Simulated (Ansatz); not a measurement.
Take NbAgO3 in the cubic perovskite structure (space group Pm-3m, No. 221; a = 3.950 Å; a cell from a computed database, its experimental status unchecked) as the base. Axes: x, y, z lie along the cube axes.

The change: tensile biaxial strain of 0.28 % in the plane normal to [001], as in epitaxy on a mismatched substrate; the out-of-plane cell vector and the atoms relax.

Levels (all Ansatz, a first-principles code, PAW): PBEsol (420 eV, no spin-orbit coupling); PBEsol+SOC (420 eV, noncollinear with spin-orbit coupling).

The geometry is relaxed with PBEsol.

| Quantity | Result |
|---|---|
| PBEsol smallest direct gap | 1.56 eV |
| PBEsol band gap | 1.39 eV |
| PBEsol width of the top valence band | 1.14 eV |

### Question
How does going to PBEsol+SOC change the smallest direct gap, band gap and width of the top valence band?

### Answer
The smallest direct gap decreases by 0.12 eV (1.56 eV → 1.44 eV); the band gap falls by 0.02 eV (1.39 eV → 1.37 eV); the width of the top valence band stays essentially unchanged (1.14 eV against 1.13 eV).

Single points use the geometry relaxed with PBEsol. Differences between runs with and without spin-orbit coupling are approximate. No phonon test of stability was made. Many cubic perovskites are stable only at high temperature; tilts and polar distortions were not tested.
